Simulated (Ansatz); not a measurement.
Consider Hf in the hcp (Mg type) structure (space group P6_3/mmc, No. 194; a = 3.159 Å, c = 5.000 Å).

Computed with PBEsol in Ansatz (plane waves to 420 eV, PAW, scalar-relativistic without spin-orbit coupling), earlier PAW set.

Base values:

```
Quantity                         Result
-------------------  ------------------
Magnetic state       not spin-polarised
Largest site moment             0.00 μB
Volume per atom                21.60 Å³
```

The change: Sm takes the place of Hf on all its sites; the structure is relaxed again.

**Question.** What happens to the magnetic state?

**Answer.** The magnetic state becomes ferromagnetic (base: not spin-polarised).

**Question.** Predict the new largest site moment.

**Answer.** The largest site moment goes from zero to 6.11 μB.

**Question.** Predict the new volume per atom.

**Answer.** The volume per atom rises by 13.24 Å³ (21.60 Å³ → 34.84 Å³).

The magnetic state is the one reached from the starting moments; the real material's order can differ, and small cells can't hold many antiferromagnetic ones. Open 4f shells without U are poorly described, and the f state was not checked. Whether these cells are dynamically stable was not tested. Spin-polarised in the final run: Sm; the other runs are not. This is not the structure that Sm has at room temperature and ambient pressure.

Ansatz is an electronic-structure program.
